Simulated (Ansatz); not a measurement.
## Input and output of a self-consistent single point for TlBr (Fm-3m, 2 atoms in the cell) (Ansatz)

Computed with LDA (PW92), default PAW files made with PBE (plane waves; Ansatz, an electronic-structure program).

Input:

Ansatz 0.2 input:
```yaml
# TlBr
crystal:
  lattice:
    - [0.000000, 3.342040, 3.342040]
    - [3.342040, 0.000000, 3.342040]
    - [3.342040, 3.342040, 0.000000]
  atoms:
    - { symbol: Tl, position: [0.000000, 0.000000, 0.000000] }
    - { symbol: Br, position: [0.500000, 0.500000, 0.500000] }
kpoints:
  mp_grid:
    grid: [6, 6, 6]
hamiltonian:
  xc: lda
  pseudopotentials:
    kind: paw
scf:
  occupations:
    method: fixed
output:
  forces: true
  eigenvalues: true
  stress: true
```

The program printed (abridged):

```
WARN basis.ecutwfc = 420 eV, the default
WARN ansatz: RAYON_NUM_THREADS=1 ignored (pool sized by the plan → 1); use --threads N
Pseudopotentials: kind: paw
Pseudopotential: Tl, paw, valence charge 13
Pseudopotential: Br, paw, valence charge 7
Crystal: 2 atoms, lattice volume = 74.656 Å³
Basis set: ecut = 420 eV, 1459 PW (Γ)
Bands: 14, of which v1, the nominal top of the filled ones, is band 10 counted from 1 (9 counted from 0)
Symmetry: 48 space group operations
Space group: Fm-3m (ITA 225), of the structure as read, at distance tolerance 4.2e-5 Å
k-points: 16 of 216
PAW frozen core: Tl, regenerated for the run's functional, and the local potential with it
PAW frozen core: Br, regenerated for the run's functional, and the local potential with it
Initial density: superposition of atomic densities (neutral atoms: chi_scale 0, normalization atom), corrected by the library's trained network
Initial wavefunctions: pseudopotential atomic-orbital guess
Eigensolver: davidson
Functional: x = slater, c = lda
SCF iter   1: F=—  HF=-13841.825026 eV  |F-HF|=—  |Δ(HF+E_count)|=         —  Δρ=4.04e-3  dr2=1.21e-2  ethr=1.77e-3  ⟨swp⟩=5.1  Hψ=1044  notcnv=0  defer=17
all-band conjugate gradients solve this SCF's bands
preconditioner: auto → none
SCF iter   2: F=—  HF=-13841.819320 eV  |F-HF|=—  |Δ(HF+E_count)|=   5.71e-3  Δρ=1.54e-3  dr2=1.13e-3  ethr=6.03e-5  ⟨swp⟩=2.0  Hψ=535  notcnv=0  defer=26
SCF iter   3: F=—  HF=-13841.819001 eV  |F-HF|=—  |Δ(HF+E_count)|=   3.19e-4  Δρ=3.82e-4  dr2=9.58e-5  ethr=5.63e-6  ⟨swp⟩=2.0  Hψ=330  notcnv=0  defer=25
SCF iter   4: F=—  HF=-13841.818984 eV  |F-HF|=—  |Δ(HF+E_count)|=   1.64e-5  Δρ=6.70e-5  dr2=5.55e-6  ethr=4.79e-7  ⟨swp⟩=2.1  Hψ=295  notcnv=0  defer=12
SCF iter   5: F=—  HF=-13841.818983 eV  |F-HF|=—  |Δ(HF+E_count)|=   1.51e-6  Δρ=1.97e-5  dr2=1.60e-7  ethr=2.77e-8  ⟨swp⟩=2.1  Hψ=384  notcnv=0  defer=12
SCF iter   6: F=-13841.818983 eV  HF=-13841.818983 eV  |F-HF|=1.02e-8  |Δ(HF+E_count)|=   2.74e-9  Δρ=4.07e-6  dr2=1.31e-8  ethr=5.00e-10  ⟨swp⟩=8.1  Hψ=1290  notcnv=0
SCF 1 converged in 6 iterations: F = -13841.818983 eV  dr2 = 1.31e-8
SCF converged after 6 iterations
Free energy (F): -13841.818983 eV
Harris-Foulkes:  -13841.818983 eV  (|F-HF|=1.02e-8)
Internal energy: -13841.818983 eV  (E = F + TS)
E sigma→0 (E₀):  -13841.818983 eV
Fermi energy:    3.299113 eV
--- Per-component energies (eV) ---
  E_band       = -79.426536
  E_kinetic    = 463.860082
  E_local      = -1379.638141  (includes V_loc(G=0)·N_el)
  E_nonlocal   = 393.699011
  E_hartree    = 486.522306
  E_xc         = -489.348355
  E_vxc        = -246.678005  (∫ρ·V_xc dr)
  E_paw        = -12026.723044  (= ΣΔE_a)
  E_vpaw       = -283.718756  (= ΣTr[D̂ρ^β])
  E_aug_tail   = 0.000034  (compensation charges beyond the density's cutoff)
  E_ewald      = -1290.255825
  E_core_change = 0.064950  (= ΣΔE_core)
  E_smearing   = -0.000000  (= −TS)
  E_closure    = 0.000000  (closes the sum)
  Σ components = -13841.818983   (vs F -13841.818983, Δ=0.00e0)
--- Forces (eV/Å), atoms counted from 1 ---
  atom   1  Tl    -0.00000000     0.00000000    -0.00000000
  atom   2  Br     0.00000000     0.00000000    -0.00000000
  max |Σ_I F_I| component: 2.30e-30 eV/Å
--- Stress (GPa, compression-positive) ---
       -2.345590       0.000000      -0.000000
        0.000000      -2.345590       0.000000
       -0.000000       0.000000      -2.345590
  P = ⅓ Tr σ = -2.3456 GPa (-23.456 kbar)
  The stress holds the Pulay correction. Without it, at fixed plane waves, as pw.x and ABINIT print it: P = -2.3679 GPa
--- Band table (eV; the first three rows and the last of 16) ---
  k-point 0: bands = ["-10.5073", "-6.6204", "-6.6204", "-6.6204", "-6.6173", "-6.6173", "-1.0194", "1.7270", "1.7270", "1.7270", "9.3408", "9.3408", "9.3408", "11.3018"]
  k-point 1: bands = ["-10.4698", "-6.6259", "-6.6259", "-6.6202", "-6.6121", "-6.6121", "-1.2958", "1.7634", "1.7634", "2.1067", "7.7676", "8.6234", "8.6234", "10.9972"]
  k-point 2: bands = ["-10.3927", "-6.6418", "-6.6418", "-6.6208", "-6.5968", "-6.5968", "-1.7310", "1.8436", "1.8436", "2.8400", "6.0392", "7.6813", "7.6813", "11.2737"]
  k-point 15: bands = ["-10.3590", "-6.6245", "-6.6169", "-6.5944", "-6.5782", "-6.5351", "-1.0750", "0.5225", "0.9518", "2.1418", "7.5190", "8.2366", "8.2470", "10.8413"]
```

The run converged in 6 iterations.

The starting cell comes from a database of computed structures (which also holds hypothetical and non-ambient phases and stackings), without a prior relaxation at this level. Spin-orbit coupling is off. Ansatz's pressure includes its estimate of the finite-basis (Pulay) stress.
